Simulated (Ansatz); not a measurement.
Defect: Ru-vacancy pair (Ru on one host Mo site, one Mo site vacant) in bcc Mo, neutral cell. The step: a nearby Mo atom hops onto the vacant site (Ru-vacancy distance between ideal sites 2.74 → 3.16 Å); the atom moves 2.70 Å along (0.50, 0.50, -0.49) of the unit cell; the moving atom starts with neighbours 2 Mo at 2.71, Mo at 2.72, Mo at 2.73, 3 Mo at 2.75, 2 Mo at 3.14, 2 Mo at 3.16; Ru at 3.14, Ru at 3.18 Å and ends with 2 Mo at 2.71, 3 Mo at 2.74, Mo at 2.74, Mo at 3.12, 2 Mo at 3.14, 2 Mo at 3.17, Mo at 3.20; Ru at 2.74 Å. A PBE band in Ansatz (plane-wave PAW, a 2×2×3 k-point mesh shifted by half a step, 36 host sites, 32 SCF runs with any check of the saddle's order, static, no finite-size correction) gives a forward barrier of 1.03 eV. The saddle point's order was not checked, and it lies on a symmetry element of the cell, where a band can be held. Forms of the defect that were not tried may lie lower.

Single points at the band's start and saddle point can refine it. Rough cost of one point, in units of the band's mean SCF on the same machine:

```tsv
Level	Cost of one point
PBE, a 3×3×5 k-point mesh shifted by half a step	about 3
r2SCAN at 500 eV, a 2×2×3 k-point mesh shifted by half a step	about 3
```

Which of these move the barrier by more than 0.1 eV, and how far does each move it?

Not one does. PBE, a 3×3×5 k-point mesh shifted by half a step: -0.03 eV; r2SCAN at 500 eV, a 2×2×3 k-point mesh shifted by half a step: +0.07 eV. Each functional is compared with PBE at the same k-points.

Ansatz is a quantum-chemistry and plane-wave program.
